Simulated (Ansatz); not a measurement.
The structure below was relaxed with PBEsol (Ansatz, a first-principles code; PAW; 420 eV plane waves; no SOC), earlier PAW set.

```yaml
crystal:
  lattice:
    - [0.00000, 3.66839, 3.66839]
    - [3.66839, 0.00000, 3.66839]
    - [3.66839, 3.66839, 0.00000]
  atoms:
    - { symbol: Ce, position: [0.00000, 0.00000, 0.00000] }
    - { symbol: Te, position: [0.25000, 0.25000, 0.25000] }
    - { symbol: Te, position: [0.75000, 0.75000, 0.75000] }
```

Problem. Find the space group and the Wyckoff positions.

Solution. Space group Fm-3m (No. 225); a = 7.3368 Å, b = 7.3368 Å, c = 7.3368 Å, α = 90.00°, β = 90.00°, γ = 90.00°

```
atom  site  symmetry       x       y       z
----  ----  --------  ------  ------  ------
Ce      4a      m-3m  0.0000  0.0000  0.0000
Te      8c      -43m  0.2500  0.2500  0.2500
```

Problem. Describe the coordination.

Solution. The crystal has 12 atoms in its conventional cell. Conventional cell: a = b = c = 7.337 Å, α = β = γ = 90.00°. Ce has 8 Te at 3.177 Å (cubic). Te has 4 Ce at 3.177 Å (tetrahedral). (Neighbours: up to the widest gap in distance over summed covalent radii, below 1.35, at either atom; cation-cation and far metal-metal contacts left out.)

Spin-orbit coupling, missing from the scalar runs, can matter with Te. Whether these cells are dynamically stable was not tested. Starting moments died away, wholly or in part, for O → Te; another magnetic solution may exist. The final runs are not spin-polarised. The cell was made from CeO2 by this change: O → Te; the result is a hypothetical phase, not in the database extracts checked.
